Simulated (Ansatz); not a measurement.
Consider interstitial Cu in rock-salt TaC, neutral cell. Calculation: PBE, PAW (plane waves to 420 eV; Ansatz, a first-principles code).

Settings: 64 host sites, the relaxed PBE lattice, a 3×3×3 k-point mesh shifted by half a step, smearing 0.10 eV, spin-restricted, no image-charge correction. Static, classical nuclei. Spin-orbit coupling is left out. Sites that were not tried may lie lower.

Barriers: single points on a 4×4×4 k-point mesh shifted by half a step at the bands' geometries.

Relaxed starting cell (atoms counted from 1):

```
CELL_PARAMETERS angstrom
      8.95120     0.00000     0.00000
      0.00000     8.95120     0.00000
      0.00000     0.00000     8.95120
ATOMIC_POSITIONS crystal
  Ta 0.00009 0.00028 0.00075
  Ta 0.00347 0.00366 0.50041
  Ta 0.00347 0.49995 0.00413
  Ta 0.00163 0.49978 0.50025
  Ta 0.49975 0.00364 0.00412
  Ta 0.49960 0.00182 0.50027
  Ta 0.49959 0.49980 0.00229
  Ta 0.47766 0.47786 0.47833
  C  0.24889 0.00151 0.00198
  C  0.25122 0.99918 0.50097
  C  0.25122 0.50050 0.99965
  C  0.24477 0.49859 0.49906
  C  0.74990 0.99918 0.99966
  C  0.75180 0.00563 0.49907
  C  0.75181 0.49860 0.00610
  C  0.75177 0.49864 0.49911
  Ta 0.00009 0.25031 0.25079
  Ta 0.00347 0.24693 0.75112
  Ta 0.00347 0.75066 0.24740
  Ta 0.00162 0.75081 0.75128
  Ta 0.49975 0.24694 0.24741
  Ta 0.49960 0.24878 0.75128
  Ta 0.49960 0.75081 0.24925
  Ta 0.47767 0.77274 0.77320
  C  0.24889 0.24908 0.24955
  C  0.25122 0.25141 0.75056
  C  0.25122 0.75009 0.25188
  C  0.24477 0.75201 0.75247
  C  0.74990 0.25141 0.25188
  C  0.75181 0.24497 0.75247
  C  0.75181 0.75200 0.24545
  C  0.75175 0.75197 0.75243
  Ta 0.25012 0.00028 0.25079
  Ta 0.24676 0.00364 0.75111
  Ta 0.24675 0.49994 0.24740
  Ta 0.24858 0.49980 0.75127
  Ta 0.75045 0.00366 0.24740
  Ta 0.75061 0.00183 0.75128
  Ta 0.75062 0.49978 0.24924
  Ta 0.77255 0.47785 0.77321
  C  0.00132 0.00151 0.24955
  C  0.99899 0.99919 0.75056
  C  0.99899 0.50051 0.25188
  C  0.00543 0.49860 0.75247
  C  0.50031 0.99919 0.25188
  C  0.49840 0.00563 0.75247
  C  0.49841 0.49860 0.24544
  C  0.49845 0.49865 0.75242
  Ta 0.25012 0.25032 0.00075
  Ta 0.24675 0.24694 0.50042
  Ta 0.24676 0.75065 0.00411
  Ta 0.24857 0.75081 0.50027
  Ta 0.75045 0.24693 0.00413
  Ta 0.75062 0.24877 0.50025
  Ta 0.75061 0.75081 0.00230
  Ta 0.77255 0.77275 0.47832
  C  0.00132 0.24908 0.00198
  C  0.99899 0.25141 0.50097
  C  0.99899 0.75009 0.99965
  C  0.00543 0.75200 0.49907
  C  0.50031 0.25141 0.99966
  C  0.49840 0.24497 0.49907
  C  0.49840 0.75200 0.00610
  C  0.49844 0.75195 0.49912
  Cu 0.62513 0.62530 0.62576
```

End state 1 differs by these moves (Å; atoms that move under 0.08 Å are left out):

```json
[
 {"atom": "4", "element": "Ta", "Δx": "0.19", "Δy": "-0.20", "Δz": "-0.20"},
 {"atom": "8", "element": "Ta", "Δx": "0.19", "Δy": "0.20", "Δz": "0.20"},
 {"atom": "12", "element": "C", "Δx": "0.10", "Δy": "0.00", "Δz": "0.00"},
 {"atom": "20", "element": "Ta", "Δx": "0.19", "Δy": "0.20", "Δz": "0.20"},
 {"atom": "24", "element": "Ta", "Δx": "0.19", "Δy": "-0.20", "Δz": "-0.20"},
 {"atom": "28", "element": "C", "Δx": "0.10", "Δy": "0.00", "Δz": "0.00"},
 {"atom": "40", "element": "Ta", "Δx": "-0.40", "Δy": "0.00", "Δz": "0.00"},
 {"atom": "56", "element": "Ta", "Δx": "-0.40", "Δy": "0.00", "Δz": "0.00"},
 {"atom": "65", "element": "Cu", "Δx": "2.24", "Δy": "0.00", "Δz": "0.00"}
]
```

Question: What forward and backward barriers to end state 1 does PBE, PAW give?

Answer: forward 2.67 eV, backward 2.67 eV; at the saddle point atom 65 has neighbours 2 C at 1.79; 2 Ta at 2.15 Å. The saddle point's order was not checked, and it lies on a symmetry element of the cell, where a band can be held.
